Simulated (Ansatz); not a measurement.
## Ru₃GaC (model structure, started from the Ni3MgC type, Pm-3m, No. 221, 5 atoms in the cell)

Computed with LDA (Ansatz, a program for electronic structure, PAW).

Settings: plane-wave cutoff 520 eV, 14×14×14 k mesh, Fermi–Dirac smearing 0.05 eV, no spin polarisation, scalar-relativistic PAW data made under PBE.

Cell (relaxed at this level):

Space group Pm-3m (No. 221); a = b = c = 3.9526 Å, α = β = γ = 90.00°

| atom | site | symmetry | x | y | z |
|---|---|---|---|---|---|
| Ga | 1a | m-3m | 0.0000 | 0.0000 | 0.0000 |
| Ru | 3c | 4/mm.m | 0.0000 | 0.5000 | 0.5000 |
| C | 1b | m-3m | 0.5000 | 0.5000 | 0.5000 |

For Ru₃GaC (model structure, started from the Ni3MgC type, Pm-3m, No. 221, 5 atoms in the cell), the bulk modulus comes out as 291 GPa.

Note: the run has no spin polarisation, so it can have missed a magnetic state; the bulk modulus is −V dP/dV from two relaxed cells at ±2 % in volume; the relaxation could raise the start's symmetry but not lower it, so the cell can be a saddle point.

Static lattice: no zero-point or thermal effects.

The result took about 70 core-seconds (a rough figure).

A model structure was made by putting elements into a prototype or built by hand; it is no filed structure, need not be a known phase, and can be a saddle point held by its symmetry.
